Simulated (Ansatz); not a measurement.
Consider BeS in the zinc blende structure (space group F-43m, No. 216; a = 4.8686 Å). Axes: x, y, z lie along the cube axes.

Method: Ansatz (a quantum-chemistry and plane-wave program) r2SCAN, no spin-orbit coupling.

Strains are applied to the cell and any free atomic positions relax.

One change was made to it. Results:

The band gap decreases by 0.175 eV to 3.41 eV; the valence-band top at Γ (three highest levels, from the VBM) goes from 0.00, 0.00, 0.00 eV to 0.00, -0.14, -0.26 eV; the smallest direct gap falls by 0.35 eV to 5.87 eV.

Question: Which change produced these results?
A. tensor shear ε_xy = +0.29 %
B. tensor shear ε_xy = +0.86 %
C. tensor shear ε_xy = +1.43 %
D. tensor shear ε_xy = +1.71 %

Answer: D, tensor shear ε_xy = +1.71 %. For comparison, the valence-band top at Γ in the other runs: tensor shear ε_xy = +0.29 % gives 0.00, -0.02, -0.04 eV; tensor shear ε_xy = +0.86 % gives 0.00, -0.07, -0.13 eV; tensor shear ε_xy = +1.43 % gives 0.00, -0.12, -0.22 eV.

Stability against distortions was not tested.
